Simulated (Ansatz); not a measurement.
Ag₂S (Cmcm, No. 63, 6 atoms in the cell; start mp-36216; a measured phase of this formula has another space group) was calculated with LDA (PAW; Ansatz, a first-principles code).

Settings: plane-wave cutoff 520 eV, 10×10×6 k mesh (along the axes of the cell as run), Fermi–Dirac smearing 0.01 eV, no spin polarisation, scalar-relativistic PAW data made under PBE.

Cell (relaxed at this level):

```cif
data_Ag4S2
_chemical_formula_sum 'Ag4 S2'
_space_group_name_H-M_alt 'P 1'
_space_group_IT_number 1
_cell_length_a 4.10282
_cell_length_b 4.10282
_cell_length_c 6.97021
_cell_angle_alpha 89.996
_cell_angle_beta 89.996
_cell_angle_gamma 68.955
loop_
_space_group_symop_operation_xyz
  'x, y, z'
loop_
_atom_site_label
_atom_site_type_symbol
_atom_site_fract_x
_atom_site_fract_y
_atom_site_fract_z
_atom_site_occupancy
Ag1 Ag 0.99847 0.99847 0.50048 1
Ag2 Ag 0.62200 0.62200 0.25052 1
Ag3 Ag 0.37498 0.37498 0.75049 1
Ag4 Ag 0.99851 0.99851 0.00048 1
S1 S 0.75889 0.75889 0.75051 1
S2 S 0.23809 0.23809 0.25048 1
```

### Question
Estimate the band gap and smallest direct gap on the k points sampled that the calculation returns.

### Answer

* **band gap**: 0.61 eV
* **smallest direct gap on the k points sampled**: 0.79 eV

Spin–orbit coupling is not included.

Computed values are for the static lattice.

A start named mp-… is a Materials Project structure, which need not be a measured phase.
